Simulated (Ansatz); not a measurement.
The parent structure is Sn in the diamond structure (space group Fd-3m, No. 227; relaxed with 0.1 eV smearing).

```
Sn
1.0
    0.00000     3.27009     3.27009
    3.27009     0.00000     3.27009
    3.27009     3.27009     0.00000
Sn
2
Direct
  0.00000   0.00000   0.00000
  0.25000   0.25000   0.25000
```

Cartesian axes are those of the cell as printed.

Method: Kohn–Sham DFT with the PBEsol functional, run in Ansatz (a program for electronic structure) with PAW and 420 eV plane waves, no spin-orbit coupling.

For the base:

- Shortest interatomic distance = 2.832 Å

Perturbation: compressive biaxial strain of 2.50 % in the plane normal to [001], as in epitaxy on a mismatched substrate; the out-of-plane cell vector and the atoms relax.

### Question
Predict the new in-plane stress, shortest interatomic distance and out-of-plane strain.

### Answer
The mean in-plane stress (compression positive) comes out as +1.7 GPa; the shortest interatomic distance drops by 0.022 Å (2.832 Å → 2.810 Å); the out-of-plane strain is +2.55 %.

Whether these cells are dynamically stable was not tested.
